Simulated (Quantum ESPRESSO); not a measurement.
Worked example: self-consistent single point of Ga₂NiO₄ (Imma, 14 atoms in the cell) in Quantum ESPRESSO.

Level of theory: PBEsol, GBRV 1.5 ultrasoft (PBESOL) pseudopotentials (plane waves; Quantum ESPRESSO).

```
CELL_PARAMETERS angstrom
      2.95275     3.01605     4.21428
     -2.95275     3.01605     4.21428
     -2.95275    -3.01605     4.21428
ATOMIC_POSITIONS crystal
  Ga 0.86769 0.25000 0.61769
  Ga 0.13231 0.75000 0.38231
  Ga 0.50000 0.50000 0.00000
  Ga 0.50000 0.00000 0.50000
  Ni 0.00000 0.50000 0.00000
  Ni 0.50000 0.00000 0.00000
  O  0.26251 0.49228 0.77023
  O  0.73749 0.50772 0.22977
  O  0.26251 0.00772 0.25479
  O  0.73749 0.99228 0.74521
  O  0.26380 0.48495 0.24875
  O  0.73620 0.51505 0.75125
  O  0.73370 0.01505 0.24875
  O  0.26630 0.98495 0.75125
```
Moments meant for the start (each program seeds them in its own way; μB, in the order of the atoms Ga Ga Ga Ga Ni Ni O O O O O O O O): 0.0 0.0 0.0 0.0 2.0 2.0 0.0 0.0 0.0 0.0 0.0 0.0 0.0 0.0.

Reference input (self-consistent single point, DFT, PBEsol, plane waves, PseudoDojo standard norm-conserving (PBESOL) pseudopotentials): ecutwfc = 100 Ry; occupations = smearing; smearing = gauss; degauss = 0.00147 Ry; nspin = 2; potentials = {Ga: Ga.upf, Ni: Ni.upf, O: O.upf}; K_POINTS = automatic 3 3 3 0 0 0; conv_thr = 1e-11 Ry; mixing_beta = 0.2. This run's input differs from it in these lines:

```diff
@@ -15,3 +15,4 @@
  ntyp = 3
- ecutwfc = 100
+ ecutwfc = 50
+ ecutrho = 400
  occupations = 'smearing'
@@ -27,5 +28,5 @@
 ATOMIC_SPECIES
-Ga    69.7230  Ga.upf
-Ni    58.6934  Ni.upf
-O     15.9990  O.upf
+Ga    69.7230  ga_pbesol_v1.4.uspp.F.UPF
+Ni    58.6934  ni_pbesol_v1.4.uspp.F.UPF
+O     15.9990  o_pbesol_v1.2.uspp.F.UPF
 ATOMIC_POSITIONS {crystal}
```

Output, abridged:

```
     Self-consistent Calculation

     iteration #  1     ecut=    50.00 Ry     beta= 0.20

     total energy              =   -2595.62512831 Ry
     estimated scf accuracy    <      58.54892197 Ry

     total magnetization       =     4.77 Bohr mag/cell
     absolute magnetization    =     5.09 Bohr mag/cell

     iteration #  2     ecut=    50.00 Ry     beta= 0.20

     total energy              =   -2604.26545170 Ry
     estimated scf accuracy    <       2.68344034 Ry

     total magnetization       =     3.85 Bohr mag/cell
     absolute magnetization    =     3.91 Bohr mag/cell

     iteration #  3     ecut=    50.00 Ry     beta= 0.20

   [... lines left out ...]
     atom   4 (R=0.133)  charge= 15.8394  magn= -0.0023
     atom   5 (R=0.145)  charge= 15.6267  magn=  1.5499
     atom   6 (R=0.145)  charge= 15.6267  magn=  1.5499
     atom   7 (R=0.133)  charge=  5.2268  magn=  0.1314
     atom   8 (R=0.133)  charge=  5.2268  magn=  0.1314
     atom   9 (R=0.133)  charge=  5.2268  magn=  0.1314
     atom  10 (R=0.133)  charge=  5.2268  magn=  0.1314
     atom  11 (R=0.133)  charge=  5.2297  magn=  0.0620
     atom  12 (R=0.133)  charge=  5.2297  magn=  0.0620
     atom  13 (R=0.133)  charge=  5.2297  magn=  0.0620
     atom  14 (R=0.133)  charge=  5.2297  magn=  0.0620
     End of self-consistent calculation

     the Fermi energy is    10.7393 ev

!    total energy              =   -2604.38888964 Ry
     estimated scf accuracy    <          8.6E-12 Ry
     smearing contrib. (-TS)   =      -0.00000001 Ry
     internal energy E=F+TS    =   -2604.38888963 Ry

     total magnetization       =     4.00 Bohr mag/cell
     absolute magnetization    =     4.20 Bohr mag/cell

     convergence has been achieved in  20 iterations

     Forces acting on atoms (cartesian axes, Ry/au):

     atom    1 type  1   force =     0.00000000    0.00000000   -0.00232493
     atom    2 type  1   force =     0.00000000   -0.00000000    0.00232493
     atom    3 type  1   force =    -0.00000000    0.00000000    0.00000000
     atom    4 type  1   force =    -0.00000000   -0.00000000    0.00000000
   [... lines left out ...]

     Total force =     0.020178     Total SCF correction =     0.000008

          total   stress  (Ry/bohr**3)                   (kbar)     P=     -112.46
  -0.00076654   0.00000000   0.00000000         -112.76        0.00        0.00
   0.00000000  -0.00074716  -0.00000000            0.00     -109.91       -0.00
   0.00000000   0.00000000  -0.00077968            0.00        0.00     -114.69

   JOB DONE.
```

The run converged in 20 iterations. Against the reference run the pressure goes from -11.72 to -11.25 GPa, the largest force moves little (0.202 to 0.207 eV/Å), the gap on the mesh goes from 0.231 to 0.116 eV and the size of the net moment stays at 0.29 μB/atom. The full log also holds: “c_bands:  1 eigenvalues not converged”.

The starting cell comes from a database of computed structures (which also holds hypothetical and non-ambient phases and stackings), without a prior relaxation at this level. Its lattice was rescaled by a random factor within 2.5 % of one. The magnetic order is the one reached from the typed start; others were not searched systematically. With a pressure of about -11 GPa the cell is away from its equilibrium volume at this level.

Cost on one core of a shared machine: roughly 10 min.
